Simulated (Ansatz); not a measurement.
System: BGeCN (model structure, started from the AlSiCN type, P3m1, No. 156, 4 atoms in the cell). Method: LDA in Ansatz (PAW).

Settings: plane-wave cutoff 520 eV, 12×12×8 k mesh (along the axes of the cell as run), Fermi–Dirac smearing 0.01 eV, scalar-relativistic PAW data made under PBE.

Cell (relaxed at this level):

```xyz
4
Lattice="2.9268 0.0000 0.0000 -1.4634 2.5347 0.0000 0.0000 0.0000 4.7531" Properties=species:S:1:pos:R:3 pbc="T T T"
B      0.0000     1.6898     2.3247
Ge     1.4634     0.8449     4.7653
C      0.0000     1.6898     0.7442
N      1.4634     0.8449     2.8604
```

**Question.** Predict the band gap and bulk modulus B0.

**Answer.** 
- band gap = 2.09 eV (on the SCF k mesh)
- bulk modulus B0 = 247 GPa

Note: the bulk modulus is −V dP/dV from two relaxed cells at ±2 % in volume; the relaxation could raise the start's symmetry but not lower it, so the cell can be a saddle point.

Spin–orbit coupling is not included.

Static lattice: no zero-point or thermal effects.

It cost very roughly 110 core-seconds of CPU time.

A model structure was made by putting elements into a prototype or built by hand; it is no filed structure, need not be a known phase, and can be a saddle point held by its symmetry.

Ansatz is a first-principles code.
